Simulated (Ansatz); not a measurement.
The parent structure is W in the bcc (W type) structure (space group Im-3m, No. 229; a = 3.154 Å; relaxed with 0.1 eV smearing).

Level of theory: PBEsol, PAW, 420 eV (Ansatz, a program for electronic structure; without spin-orbit coupling).

Base values:

Pressure: 0.0 GPa
Band gap: zero

One thing is altered: the cell is scaled by 0.9800 in all directions, atoms relaxed at fixed cell.

Estimate the effect on the energy relative to the base, pressure and band gap.

The energy goes up by 61 meV/atom; the pressure goes from zero to 22.2 GPa; the band gap remains zero.

The cells carry an imposed strain or load. Whether these cells are dynamically stable was not tested. All final runs are without spin polarisation.
